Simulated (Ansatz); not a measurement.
**A computed series for SrTiO3: response to strain**

Consider SrTiO$_{3}$ in the cubic perovskite structure (space group Pm-3m, No. 221).

```yaml
crystal:
  lattice:
    - [3.85418, 0.00000, 0.00000]
    - [0.00000, 3.85418, 0.00000]
    - [0.00000, 0.00000, 3.85418]
  atoms:
    - { symbol: Sr, position: [0.00000, 0.00000, 0.00000] }
    - { symbol: Ti, position: [0.50000, 0.50000, 0.50000] }
    - { symbol: O, position: [0.50000, 0.00000, 0.50000] }
    - { symbol: O, position: [0.00000, 0.50000, 0.50000] }
    - { symbol: O, position: [0.50000, 0.50000, 0.00000] }
```

Cartesian axes are those of the cell as printed.

Strains are applied to the cell and any free atomic positions relax.

Level of theory: Ansatz (an electronic-structure program) LDA, no spin-orbit coupling.

| case | smallest direct gap | band gap | volume per atom |
|---|---|---|---|
| base | 2.17 eV | 1.85 eV | 11.45 Å³ |
| uniaxial strain ε_zz = −3.00 % | 2.12 eV | 1.84 eV | 11.11 Å³ |
| uniaxial strain ε_zz = −2.40 % | ___ | 1.84 eV | 11.18 Å³ |
| uniaxial strain ε_zz = −1.80 % | 2.15 eV | 1.85 eV | 11.24 Å³ |
| uniaxial strain ε_zz = −1.20 % | 2.16 eV | 1.85 eV | 11.31 Å³ |
| uniaxial strain ε_zz = −0.60 % | 2.17 eV | 1.85 eV | 11.38 Å³ |

Q: Some entries are withheld; estimate them.

A: 
- uniaxial strain ε_zz = −2.40 %, smallest direct gap: 2.13 eV

No phonon test of stability was made. All final runs are without spin polarisation. Many cubic perovskites are stable only at high temperature; tilts and polar distortions were not tested.
